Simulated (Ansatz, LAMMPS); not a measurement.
Ge sphere of 29 atoms, radius 0.50 nm, coherent in Si, 5x5x5 cubic cells at the host's lattice parameter

Cell 27.35 × 27.35 × 27.35 Å, Si971Ge29, 1000 atoms. Prepared with Tersoff's 1989 multicomponent potential (SiCGe.tersoff) (LAMMPS): minimisation. 

Method: PBE, support functions at accuracy medium on the grid of 370 eV (norm-conserving potentials; Ansatz, a first-principles code).

Basis: localised support functions (accuracy medium) on a full density matrix. k-points: zone centre alone; occupations: Fermi-Dirac, 0.010 eV; spin polarisation not allowed. No spin-orbit coupling.

```json
{
 "energy over the perfect crystal(s), per atom": "2 meV/atom",
 "Kohn-Sham gap of the cell on its k-mesh": "0.58 eV",
 "weight_of_the_highest_filled_level_on_the_dot": "0.12",
 "weight_of_the_lowest_empty_level_on_the_dot": "0.01",
 "coordination (neighbours within 2.838 Å)": "100.0 % 4-fold",
 "Ge-Ge bonds, mean ± spread": "2.439 ± 0.007 Å",
 "Ge-Si bonds, mean ± spread": "2.394 ± 0.003 Å",
 "Si-Si bonds, mean ± spread": "2.367 ± 0.003 Å",
 "bond angles, mean ± spread": "109.5° ± 0.5°",
 "pressure": "0.20 GPa",
 "cost_of_the_final_run": "very roughly 80 core-minutes, 18 SCF iterations, 20 GiB"
}
```
